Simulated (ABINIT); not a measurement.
Band structure of Na₃BrO (Pm-3m, 5 atoms in the cell).

```
Na3BrO
1.0
    4.62379     0.00000     0.00000
    0.00000     4.62379     0.00000
    0.00000     0.00000     4.62379
Na Br O
3 1 1
Cartesian
  0.00000   2.31190   2.31190
  2.31190   0.00000   2.31190
  2.31190   2.31190   0.00000
  0.00000   0.00000   0.00000
  2.31190   2.31190   2.31190
```

Method of the run: LDA (PW92), norm-conserving pseudopotentials (PseudoDojo nc-sr-04 LDA standard) (plane waves; ABINIT).

Settings: pseudos = [Na.upf, Br.upf, O.upf]; ecut = 44 Ha; ixc = 7; occopt = 3; tsmear = 0.01 eV; ngkpt = 7 7 7; nshiftk = 1; shiftk = 0 0 0; potentials = PseudoDojo nc-sr-04 LDA standard; kptopt = 1; nstep = 50; tolvrs1 = 1e-11; ndtset = 2.

The starting cell comes from a database of computed structures (which also holds hypothetical and non-ambient phases and stackings), without a prior relaxation at this level. Its lattice was rescaled by a random factor within 2.5 % of one.

**Question.** Predict the gap along the standard path and the places of the band edges.

**Answer.** The gap along the path is 1.72 eV, direct at Γ to within 0.01 eV.

Levels in eV from the top of the valence band on the SCF mesh, bands 17 to 24:
```json
[
 {"point": "Γ", "17": "-2.51", "18": "0.00", "19": "0.00", "20": "0.00", "21": "1.72", "22": "4.85", "23": "4.85", "24": "8.98"},
 {"point": "X", "17": "-2.39", "18": "-0.77", "19": "-0.16", "20": "-0.16", "21": "4.00", "22": "5.42", "23": "5.50", "24": "7.61"},
 {"point": "M", "17": "-2.33", "18": "-0.25", "19": "-0.25", "20": "-0.11", "21": "4.34", "22": "4.40", "23": "7.14", "24": "7.14"},
 {"point": "R", "17": "-2.98", "18": "-0.65", "19": "-0.65", "20": "-0.65", "21": "5.81", "22": "5.81", "23": "5.81", "24": "7.47"}
]
```
